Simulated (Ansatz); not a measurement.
Levels about the gap of amorphous Ga₂₄O₃₈Ti (63 atoms in a cell of 785 Å³, 4.92 g/cm³; zone centre alone, so wide bands show as single levels with stretches between that a denser mesh fills), at the geometry that PBE relaxed, where it gives -0.1 GPa on a denser mesh. The participation number counts the atoms over which a state spreads; weights are charges in smoothed Voronoi cells. The levels come from a single point, so bond lengths are those of that geometry. Method of the levels: PBE, scalar-relativistic without spin-orbit coupling (Ansatz, a program for electronic structure). Sampling: the zone centre alone; Fermi-Dirac width 0.02 eV; no spin polarisation.

A CHGNet melt-quench gave the starting glass, which DFT then relaxed. O atoms were pushed apart under 1.9 Å during the dynamics, to hinder bonds among them. The hot cell started wider than the set density and was brought back towards it in steps. It is the lowest in DFT energy of 2 quenches. It is a model cell: composition and starting density were chosen by hand, and all elements were melted together. No dispersion term was used. Its density started from a set value of 4.92 and ended at 4.92 g/cm³. Cooling (nominally 280 K/ps over its main leg) ran many orders faster than in experiment, which tends to leave more defects and strain. A cell of this size samples the disorder only roughly. The volume was held where the preparation left it and the shape relaxed, at a PBE pressure of -0.1 GPa (tension).

| E - E(highest filled), eV | filling | participation number | largest on | weight O | weight Ti | weight Ga |
|---|---|---|---|---|---|---|
| -0.23 | filled | 18.5 | O, 3 neighbours | 0.94 | 0.00 | 0.06 |
| -0.19 | filled | 15.3 | O, 3 neighbours | 0.95 | 0.01 | 0.04 |
| -0.16 | filled | 7.4 | O, 2 neighbours | 0.95 | 0.00 | 0.05 |
| -0.11 | filled | 16.4 | O, 2 neighbours | 0.95 | 0.00 | 0.05 |
| -0.08 | filled | 9.3 | O, 3 neighbours | 0.96 | 0.00 | 0.04 |
| -0.04 | filled | 13.4 | O, 2 neighbours | 0.95 | 0.00 | 0.05 |
| 0.00 | filled | 16.3 | O, 2 neighbours | 0.96 | 0.00 | 0.04 |
| 2.04 | empty | 58.0 | Ga, 5 neighbours | 0.52 | 0.01 | 0.47 |
| 4.13 | empty | 2.2 | Ti, 5 neighbours | 0.25 | 0.66 | 0.09 |
| 4.17 | empty | 2.6 | Ti, 5 neighbours | 0.28 | 0.61 | 0.12 |
| 4.40 | empty | 37.9 | Ti, 5 neighbours | 0.53 | 0.08 | 0.39 |
| 4.64 | empty | 42.2 | Ti, 5 neighbours | 0.56 | 0.05 | 0.38 |
| 4.84 | empty | 36.1 | Ga, 4 neighbours | 0.54 | 0.02 | 0.43 |
| 4.97 | empty | 7.8 | Ti, 5 neighbours | 0.42 | 0.33 | 0.24 |

Most localised among these is the empty level at +4.13 eV, on a Ti atom, which has 5 neighbours (O 1.76 Å, O 1.77 Å, O 1.99 Å, O 2.04 Å, O 2.07 Å).
